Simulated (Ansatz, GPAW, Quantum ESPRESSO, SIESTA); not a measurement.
# MgCd2 (C2/m, 6 atoms in the cell) computed with different codes at matched settings

Self-consistent single point.

```xyz
6
Lattice="5.9097 -1.5463 0.0000 5.9097 1.5463 0.0000 -2.1612 0.0000 6.9816" Properties=species:S:1:pos:R:3 pbc="T T T"
Mg     3.2735     0.0000     3.2892
Mg     6.3848     0.0000     3.6924
Cd     7.8957     0.0000     1.0241
Cd     1.7626     0.0000     5.9575
Cd    11.0335     0.0000     1.3512
Cd    -1.3752     0.0000     5.6304
```

All programs got the same cell, k-point mesh and kind of occupations (in Ansatz's words: kpoints.mp_grid.grid = 5 5 3; scf.occupations.method = gaussian; scf.occupations.width = 0.136 eV); potentials, basis and cutoffs are each program's usual ones.

```json
[
 {"code": "GPAW", "model": "PBEsol, GPAW PAW datasets PBEsol (made by gpaw-setup)", "pressure (GPa)": "-1.72", "largest force (eV/Å)": "0.097", "k-points": "24", "cutoff": "850 eV"},
 {"code": "Ansatz", "model": "PBEsol, PAW files made with PBE", "pressure (GPa)": "-1.43", "largest force (eV/Å)": "0.083", "k-points": "24", "cutoff": "420 eV"},
 {"code": "Quantum ESPRESSO", "model": "PBEsol, GBRV 1.5 ultrasoft (PBESOL) pseudopotentials", "pressure (GPa)": "-1.62", "largest force (eV/Å)": "0.071", "k-points": "24", "cutoff": "40 Ry"},
 {"code": "SIESTA", "model": "GGA PBEsol, numerical atomic orbitals TZP, PseudoDojo PBEsol standard norm-conserving potentials (rewritten from UPF to PSML)", "pressure (GPa)": "-5.08", "largest force (eV/Å)": "0.393", "k-points": "38", "cutoff": "grid 300 Ry"}
]
```

Size of the force on each atom (eV/Å): Sizes of forces hide their directions.

```
code                Mg1    Mg2    Cd3    Cd4    Cd5    Cd6
----------------  -----  -----  -----  -----  -----  -----
GPAW              0.045  0.045  0.081  0.081  0.097  0.097
Ansatz            0.046  0.046  0.066  0.066  0.083  0.083
Quantum ESPRESSO  0.048  0.048  0.053  0.053  0.071  0.071
SIESTA            0.016  0.016  0.393  0.393  0.384  0.384
```

The spread over the programs that give each value: pressure within 3.65 GPa; largest force within 0.322 eV/Å.

The starting cell comes from a database of computed structures (which also holds hypothetical and non-ambient phases and stackings), without a prior relaxation at this level. On Ansatz's run: Without a gap this mesh is coarse (it stands for a supercell whose shortest vector is 15 Å).

### Question
Why do the programs differ, and what cannot be compared?

### Answer
Differences of this kind can come from the potentials, where these differ, and from what each basis and cutoff leave unconverged. The valence holds different numbers of electrons (GPAW 68, Ansatz (a program for electronic structure) 100, Quantum ESPRESSO 68, SIESTA 100). The zero of total energies and Fermi levels follows the potentials and each program's conventions, so they are not compared here. SIESTA uses small atom-centred bases, whose incompleteness enters pressures, forces and empty levels differently from a plane-wave cutoff. Ansatz's pressure is given at a fixed set of plane waves, as the other plane-wave codes print theirs. The programs reduce the same mesh by symmetry to different extents, which changes the work and not the result. In the pressure, SIESTA (by 3.46) lies more than 1 GPa from the median of the plane-wave programs. In the force vectors, SIESTA (by 0.328) lies more than 0.08 eV/Å from the median of the plane-wave programs.

The shared mesh is coarse (it stands for a supercell whose shortest vector is 15 Å), so the values are not converged in it.

Left out of this page: ABINIT (stopped by limits of time or memory); Elk (not drawn, or without a comparable value); FLEUR (with a known weakness of the program).

Keys are those of Ansatz 0.2.
